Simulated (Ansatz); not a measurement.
Start from Ag in the fcc (Cu type) structure (space group Fm-3m, No. 225).

```
CELL_PARAMETERS angstrom
      0.00000     2.05194     2.05194
      2.05194     0.00000     2.05194
      2.05194     2.05194     0.00000
ATOMIC_POSITIONS crystal
  Ag 0.00000 0.00000 0.00000
```

The values are results of r2SCAN (Ansatz, a quantum-chemistry and plane-wave program), without spin-orbit coupling, not measurements.

Before the change:

The lattice parameter a is 4.104 Å.

It is then changed as follows: a hydrostatic pressure of 9 GPa.

Question: What does the calculation give for the lattice parameter a after the change?

Answer: The lattice parameter a falls by 0.096 Å, from 4.104 Å to 4.008 Å.

Load acts through the strain it causes; cell and atoms are relaxed under it. Stability against distortions was not tested. Competing high-pressure phases were not computed.
